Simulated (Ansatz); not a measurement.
The reference is ZnGeP2 in the chalcopyrite structure (space group I-42d, No. 122; a = 5.4243 Å, c = 10.7097 Å). Axes: x, y, z lie along a, b, c of the conventional cell.

All numbers come from PBEsol, PAW, 420 eV (Ansatz, a first-principles code; without spin-orbit coupling).

Strains are applied to the cell and any free atomic positions relax.

One change was made to it. Results:

The energy rises by 1.0 meV/atom; the band gap shrinks by 0.06 eV, from 1.07 eV to 1.01 eV; the valence-band top at Γ (three highest levels, from the VBM) changes from 0.00, -0.07, -0.07 eV to 0.00, -0.11, -0.15 eV.

Which change produced these results?
A) tensor shear ε_xz = +1.60 %
B) tensor shear ε_xz = +1.20 %
C) tensor shear ε_xz = +0.80 %

C, tensor shear ε_xz = +0.80 %. For comparison, the band gap in the other runs: tensor shear ε_xz = +1.20 % gives 0.95 eV; tensor shear ε_xz = +1.60 % gives 0.89 eV.

Stability against distortions was not tested.
